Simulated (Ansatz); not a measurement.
# KTaO3: transverse stress against strain

KTaO3 (cubic perovskite, Pm-3m, 12.659 Å³/atom at rest, cube axes along x, y and z) under a strain ε along a cube axis (axis z), the other axes held. PBEsol in Ansatz, a plane-wave DFT program (PAW, default set), 420 eV, 8×8×8 Γ-centred mesh, Fermi-Dirac smearing 0.05 eV; ions are relaxed within the symmetry of each cell. Stress is positive for a compressed cell.

Here s stands for strain and y for stress xx.

```
strain (%)  stress xx (GPa)
----------  ---------------
-3.00                     ?
-1.20                  0.96
-0.60                  0.47
0.00                   0.00
0.60                  -0.46
1.20                  -0.91
```

Problem. Using a straight line, estimate the missing y at s = -3.00 from the other rows, showing the fit.

Solution. Means: s 0, y 0.012. About the means, the sum of products is -2.8020 and the sum of squares of s is 3.6000; the slope is their ratio. Least squares gives y = 0.012 - 0.7783·s. Residuals (row less fit): 0.014, -0.009, -0.012, -0.005, 0.012; standard error 0.014 (degrees of freedom: 3). The slope gives the elastic constant C12 = 78 ± 0.7 GPa. At the withheld row, y = 0.012 - 0.7783 × (-3.0) = 2.347 GPa. The calculation gives 2.51 GPa, 0.163 GPa above the prediction (4.8 % of the range of y in the table). The row lies outside the fitted rows, so this is an extrapolation. From the scatter of the fitted rows alone, a prediction at this place has a standard error of 0.027 GPa, so the miss is 6.0 times that.

One order more, fitted to all 11 runs of the series, follows each within 0.01, so the miss is the next term of a smooth law. The primitive cell can neither tilt nor turn polar against its symmetry, as such crystals can under strain. Rows are the converged runs of the series near zero and its far end; series whose fitted rows scatter by over a few per cent of the range, as at a crossing or softening among them, aren't shown in this form. Most that stay on the fit to the last digits aren't either.
